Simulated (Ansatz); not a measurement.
Consider the following.

Host crystal: 3C silicon carbide, with a band gap (PBE, scalar-relativistic without spin-orbit coupling).

End structure of OH on the 1x1 (110) surface of 3C silicon carbide (cut with top plane C + Si), one in a 2x2 cell, started at the site 'hollow Si':

```yaml
crystal:
  lattice:
    - [6.19426, 0.00000, 0.00000]
    - [0.00000, 8.76000, 0.00000]
    - [0.00000, 0.00000, 27.00000]
  atoms:
    - { symbol: C, position: [0.00000, 0.36841, 0.35704] }
    - { symbol: C, position: [0.00000, 0.86841, 0.35704] }
    - { symbol: C, position: [0.50000, 0.36841, 0.35704] }
    - { symbol: C, position: [0.50000, 0.86841, 0.35704] }
    - { symbol: Si, position: [0.25000, 0.27125, 0.36602] }
    - { symbol: Si, position: [0.25000, 0.77125, 0.36602] }
    - { symbol: Si, position: [0.75000, 0.27125, 0.36602] }
    - { symbol: Si, position: [0.75000, 0.77125, 0.36602] }
    - { symbol: C, position: [0.25000, 0.11854, 0.41341] }
    - { symbol: C, position: [0.25000, 0.61854, 0.41341] }
    - { symbol: C, position: [0.75000, 0.11854, 0.41341] }
    - { symbol: C, position: [0.75000, 0.61854, 0.41341] }
    - { symbol: Si, position: [0.00000, 0.99658, 0.41191] }
    - { symbol: Si, position: [0.00000, 0.49658, 0.41191] }
    - { symbol: Si, position: [0.50000, 0.99658, 0.41191] }
    - { symbol: Si, position: [0.50000, 0.49658, 0.41191] }
    - { symbol: C, position: [0.00000, 0.37268, 0.47117] }
    - { symbol: C, position: [0.00000, 0.87268, 0.47117] }
    - { symbol: C, position: [0.50000, 0.37268, 0.47117] }
    - { symbol: C, position: [0.50000, 0.87268, 0.47117] }
    - { symbol: Si, position: [0.25000, 0.24764, 0.47189] }
    - { symbol: Si, position: [0.25000, 0.74764, 0.47189] }
    - { symbol: Si, position: [0.75000, 0.24764, 0.47189] }
    - { symbol: Si, position: [0.75000, 0.74764, 0.47189] }
    - { symbol: C, position: [0.24965, 0.12172, 0.52863] }
    - { symbol: C, position: [0.25007, 0.62295, 0.52889] }
    - { symbol: C, position: [0.75000, 0.12074, 0.52845] }
    - { symbol: C, position: [0.75026, 0.62318, 0.52889] }
    - { symbol: Si, position: [0.00070, 0.99541, 0.52912] }
    - { symbol: Si, position: [0.00011, 0.49824, 0.52791] }
    - { symbol: Si, position: [0.49900, 0.99687, 0.52811] }
    - { symbol: Si, position: [0.50044, 0.49822, 0.52803] }
    - { symbol: C, position: [0.00124, 0.36748, 0.58608] }
    - { symbol: C, position: [0.99952, 0.87267, 0.58734] }
    - { symbol: C, position: [0.49991, 0.36779, 0.58618] }
    - { symbol: C, position: [0.49984, 0.86802, 0.58685] }
    - { symbol: Si, position: [0.25072, 0.24440, 0.58782] }
    - { symbol: Si, position: [0.24723, 0.74777, 0.58800] }
    - { symbol: Si, position: [0.75146, 0.24702, 0.58617] }
    - { symbol: Si, position: [0.75217, 0.74815, 0.58821] }
    - { symbol: C, position: [0.25012, 0.11993, 0.64256] }
    - { symbol: C, position: [0.24800, 0.61813, 0.64314] }
    - { symbol: C, position: [0.75379, 0.11081, 0.63893] }
    - { symbol: C, position: [0.74887, 0.61461, 0.64183] }
    - { symbol: Si, position: [0.00747, 0.99998, 0.64623] }
    - { symbol: Si, position: [0.99961, 0.51935, 0.63336] }
    - { symbol: Si, position: [0.49454, 0.02001, 0.63441] }
    - { symbol: Si, position: [0.49774, 0.52014, 0.63349] }
    - { symbol: O, position: [0.99689, 0.89893, 0.69760] }
    - { symbol: H, position: [0.07218, 0.80099, 0.69547] }
```

Set-up: 50 atoms, 7.7 Å thick at the start under the adsorbate (thin: gaps and levels are the slab's own); mesh 3x3x1; 0.01 eV smearing; dipole correction on; 24 atoms held, the rest relaxed; no symmetry held; spin-polarised, ending with about 1.0 μB a cell; orders that need a larger cell were not tried, no spin-orbit, no U, no dispersion correction. At the end it is bonded to Si. In PBE it is, or lies within 0.03 eV of, the lowest of the starts that converged.

A negative adsorption energy means that the adsorbate is more stable on the surface than in its reference.

Task: What is the computed adsorption energy against H2O(g) − ½ H2(g) (PBE in Ansatz, a program for electronic structure)?

Result: -1.07 eV

Task: Estimate the change of the step from the bottom to the top vacuum level, against the clean slab that PBE returns for this input.

Result: 0.28 eV
